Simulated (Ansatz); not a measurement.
Point defect Si on the Ca site + O vacancy in rock-salt CaO

All values below come from PBE, PAW (plane waves to 420 eV; Ansatz, a first-principles code). A supercell of 64 sites (2×2×2 repeats of a cell of 8 atoms) was used; the energies come from a 2×2×2 shifted sampling of its zone. Sites at the start: the Ca site; O 2.42 Å away. Finite-size correction: monopole term and site-potential alignment. Dielectric constants: PBE linear response of the host. Host gap at this level: 3.66 eV. A cell of this size leaves errors of a few tenths of an eV. The semilocal functional narrows the gap, so deep levels can fall outside it. Spin–orbit coupling is left out. Each state is the lowest found from its start.

Formation energies E_f are given with the Fermi level at the valence-band maximum. Chemical conditions: O-rich (Δμ(Ca) = -5.89 eV, Δμ(O) = 0.00 eV, Δμ(Si) = -8.35 eV, bounded by alpha cristobalite; only phases computed here count, gases as isolated molecules at 0 K). Reference phases: Ca: fcc Ca, O: O2 molecule in a box, Si: silicon.

The name describes the start; the neighbours show where the atoms ended.

Charges with a result: +2, +1, 0, −1. Others weren't obtained, and one of them could lie lower, also by skipping a charge.

```tsv
charge	moment (μB)	point group	largest move off a lattice site (Å)	neighbours of the last Si atom of the defect at the end (Å)	image correction with alignment (eV)	E_f, O-rich (eV)
+2	not spin-polarised	Cs	0.66	O 1.75, O 1.75, O 1.76, Ca 3.05, O 3.06, O 3.06	0.21	7.08
+1	1.0	Cs	0.57	O 1.75, O 1.75, O 2.90	-0.04	9.70
0	not spin-polarised	Cs	0.51	O 1.86, O 1.86	0.00	12.63
−1*	1.0	Cs	0.62	O 1.94, O 1.94	–	–
```

* At this level the carrier isn't localised at the defect: at charge −1 electrons occupy the conduction band. Such a state is shallow or no state of the defect, and this cell gives it no level.

Point groups are those of the whole cell at tolerances of 0.03 and 0.1 Å ("near" where only the looser one holds); none is given for unsettled states.

Transition levels above the valence-band maximum: ε(+2/+1) = 2.62 eV; ε(+1/0) = 2.93 eV. On the lower envelope of the bound states, inside the gap: (+2/+1) at 2.62 eV; (+1/0) at 2.93 eV.

Flagged in the runs: a strain field that reaches the edge of the cell.

All states together cost about 2.8 core-hours (a rough figure).
